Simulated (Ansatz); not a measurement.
# KF in the NiAs type structure (space group P6_3/mmc, No. 194; a hypothetical phase, not in the database extracts checked)

```xyz
4
Lattice="3.7393 0.0000 0.0000 -1.8696 3.2383 0.0000 0.0000 0.0000 6.5977" Properties=species:S:1:pos:R:3 pbc="T T T"
K      0.0000     0.0000     0.0000
K      0.0000     0.0000     3.2989
F      0.0000     2.1589     1.6494
F      1.8696     1.0794     4.9483
```

Calculations: PBE in Ansatz (plane waves to 420 eV, PAW, without spin-orbit coupling). Γ-centred 10×10×5 mesh, Fermi–Dirac width 0.05 eV.

The volume per atom is 19.97 Å³, the density is 2.42 g/cm³ and the band gap is 5.90 eV, direct at Γ. The lowest conduction-band minima above the VBM is Γ 5.90 eV. The total energy comes out as -1174.361 eV/atom (σ→0; compares only within this code and set-up).

Stability against distortions was not tested.

Ansatz is a program for electronic structure.
